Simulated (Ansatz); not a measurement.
Start from BN in the wurtzite structure (space group P6_3mc, No. 186; a = 2.541 Å, c = 4.203 Å).

All numbers come from Ansatz (an electronic-structure program) PBEsol, no spin-orbit coupling.

For the base:

* **Gap character**: indirect, Γ → K
* **Volume per atom**: 5.88 Å³

Now apply this change: cell and atoms relaxed at a pressure of 2.1 GPa.

Question: What happens to the gap character and volume per atom?

Answer: The gap character is still indirect, Γ → K; the volume per atom decreases by 0.032 Å³ (5.88 Å³ → 5.84 Å³).

Load acts through the strain it causes; cell and atoms are relaxed under it. Stability against distortions was not tested.
